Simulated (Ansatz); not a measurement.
An Ansatz (a first-principles code) run: PtSe2 with a change (Pt → C); PBEsol-D3(BJ), PAW, 420 eV (Ansatz; spin-orbit coupling left out).

Input:

Ansatz 0.2 input:
```yaml
crystal:
  lattice:
    - [3.3600562877, 0, 0]
    - [-1.6800281438, 2.9098941033, 0]
    - [0, 0, 4.4605604304]
  atoms:
    - { symbol: C, position: [0, 0, 0] }
    - { symbol: Se, position: [0.6666666667, 0.3333333333, 0.2898816635] }
    - { symbol: Se, position: [0.3333333333, 0.6666666667, 0.7101183365] }
basis: { ecutwfc: 420, ecutrho_ratio: 4, xc_grid: 2, fft_grid_basis: typed }
kpoints: { mp_grid: { grid: [16, 16, 11] } }
hamiltonian:
  xc: pbesol
  dispersion: d3bj
  pseudopotentials: { kind: paw }
scf: { occupations: { method: fermi_dirac, width: 0.05 }, convergence: { dr2_threshold: 0.0000000003 } }
output: { forces: true, stress: true }
checkpoint: { write: state.ck, write_every: 1000 }
```

Output:

```
WARN ansatz: RAYON_NUM_THREADS=1 ignored (pool sized by the plan → 1); use --threads N
Pseudopotentials: kind: paw
Pseudopotential: C, paw, valence charge 4
Pseudopotential: Se, paw, valence charge 16
Functional definition: PBEsol
Crystal: 3 atoms, lattice volume = 43.613 Å³
Basis set: ecut = 420 eV, 879 PW (Γ), exchange–correlation on 48×48×60 points (8 copies of the dense FFT grid, shifted against one another)
Bands: 22, of which v1, the nominal top of the filled ones, is band 18 counted from 1 (17 counted from 0)
Symmetry: 12 space group operations
Space group: P-3m1 (ITA 164), of the structure as read, at distance tolerance 3.5e-5 Å
k-points: 285 of 2816
PAW frozen core: C, regenerated for the run's functional, and the local potential with it
PAW frozen core: Se, regenerated for the run's functional, and the local potential with it
Initial density: superposition of atomic densities (neutral atoms: chi_scale 0, normalization atom), corrected by the library's trained network
Initial wavefunctions: pseudopotential atomic-orbital guess
Eigensolver: davidson
Functional: x = pbesol(κ = 0.804, μ = 0.12345679012345678), c = pbesol(β = 0.046)
SCF iter   1: F=—  HF=-11091.919533 eV  |F-HF|=—  |Δ(HF+E_count)|=         —  Δρ=4.44e-3  dr2=1.70e-2  ethr=1.77e-3  ⟨swp⟩=5.3  Hψ=25148  notcnv=0
all-band conjugate gradients solve this SCF's bands
preconditioner: auto → Kerker (q_TF=auto, 2.642 Å⁻¹)
SCF iter   2: F=—  HF=-11091.916102 eV  |F-HF|=—  |Δ(HF+E_count)|=   3.43e-3  Δρ=2.41e-3  dr2=3.41e-3  ethr=4.71e-5  ⟨swp⟩=2.1  Hψ=10015  notcnv=0
SCF iter   3: F=—  HF=-11091.915628 eV  |F-HF|=—  |Δ(HF+E_count)|=   4.74e-4  Δρ=1.11e-3  dr2=7.60e-4  ethr=9.48e-6  ⟨swp⟩=1.2  Hψ=6343  notcnv=0
SCF iter   4: F=—  HF=-11091.915503 eV  |F-HF|=—  |Δ(HF+E_count)|=   1.25e-4  Δρ=1.98e-4  dr2=1.42e-5  ethr=2.11e-6  ⟨swp⟩=2.0  Hψ=7958  notcnv=0
SCF iter   5: F=—  HF=-11091.915513 eV  |F-HF|=—  |Δ(HF+E_count)|=   1.07e-5  Δρ=4.32e-5  dr2=8.77e-7  ethr=3.94e-8  ⟨swp⟩=2.3  Hψ=8178  notcnv=0
SCF iter   6: F=—  HF=-11091.915514 eV  |F-HF|=—  |Δ(HF+E_count)|=   4.37e-7  Δρ=1.47e-5  dr2=9.20e-8  ethr=2.44e-9  ⟨swp⟩=2.4  Hψ=10876  notcnv=0
SCF iter   7: F=—  HF=-11091.915514 eV  |F-HF|=—  |Δ(HF+E_count)|=   2.95e-9  Δρ=3.44e-6  dr2=4.81e-9  ethr=2.56e-10  ⟨swp⟩=2.0  Hψ=11416  notcnv=0
SCF iter   8: F=-11091.915514 eV  HF=-11091.915514 eV  |F-HF|=8.91e-11  |Δ(HF+E_count)|=   1.31e-9  Δρ=9.05e-7  dr2=2.90e-10  ethr=1.00e-12  ⟨swp⟩=3.4  Hψ=29124  notcnv=0
SCF 1 converged in 8 iterations: F = -11091.915514 eV  dr2 = 2.90e-10
SCF converged after 8 iterations
Free energy (F): -11091.915514 eV
Harris-Foulkes:  -11091.915514 eV  (|F-HF|=8.91e-11)
Internal energy: -11091.905887 eV  (E = F + TS)
E sigma→0 (E₀):  -11091.910700 eV
Entropy (-TS):   -0.009627 eV (-3.209 meV/atom)
Fermi energy:    12.921525 eV
--- Per-component energies (eV) ---
  E_band       = -629.966542
  E_kinetic    = 316.796351
  E_local      = -4121.204977  (includes V_loc(G=0)·N_el)
  E_nonlocal   = -1152.861435
  E_hartree    = 2078.015315
  E_xc         = -253.637195
  E_vxc        = -254.570256  (∫ρ·V_xc dr)
  E_paw        = -3831.928476  (= ΣΔE_a)
  E_vpaw       = 425.844934  (= ΣTr[D̂ρ^β])
  E_aug_tail   = -0.001258  (compensation charges beyond the density's cutoff)
  E_ewald      = -4128.200554
  E_disp       = -0.921660  (pairwise vdW)
  E_core_change = 2.038001  (= ΣΔE_core)
  E_smearing   = -0.009627  (= −TS)
  E_closure    = -0.000000  (closes the sum)
  Σ components = -11091.915514   (vs F -11091.915514, Δ=0.00e0)
  [band-id]    e_kinetic+e_local+e_nonlocal+2·e_hartree+e_vxc+e_vpaw+e_augmentation_tail = -629.966011   (vs E_band -629.966542, Δ=5.32e-4)
--- Forces (eV/Å), atoms counted from 1 ---
  atom   1  C     -0.00000000     0.00000000     0.00000000
  atom   2  Se    -0.00000000     0.00000000     0.00088704
  atom   3  Se     0.00000000    -0.00000000    -0.00088704
  max |Σ_I F_I| component: 5.26e-31 eV/Å
--- Stress (GPa, compression-positive) ---
       -0.012521      -0.000000      -0.000000
       -0.000000      -0.012521      -0.000000
       -0.000000       0.000000       0.149174
  P = ⅓ Tr σ = 0.0414 GPa (0.414 kbar)
  The stress holds the Pulay correction. Without it, at fixed plane waves, as pw.x and ABINIT print it: P = -0.0727 GPa
  The stress includes an estimate of the error left by incomplete SCF convergence (largest component -0.0003 GPa).
--- Band table ---
  band table: none
```

Whether these cells are dynamically stable was not tested. All final runs are without spin polarisation. The cell was made from PtSe2 by this change: Pt → C; the result is a hypothetical phase, not in the database extracts checked.
